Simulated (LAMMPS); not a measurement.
Consider a free-standing liquid film of Si, 1800 atoms, at 1690 K in molecular dynamics.

All values are model results, not measurements: classical MD, pair style sw, file Si.sw (LAMMPS).

Task: What does the simulation give for the number density in the middle, the surface tension, the excess potential energy of the surface?

Result: number density in the middle: 0.0530 Å⁻³; surface tension: 0.91 ± 0.02 N/m; excess potential energy of the surface: 0.92 J/m².
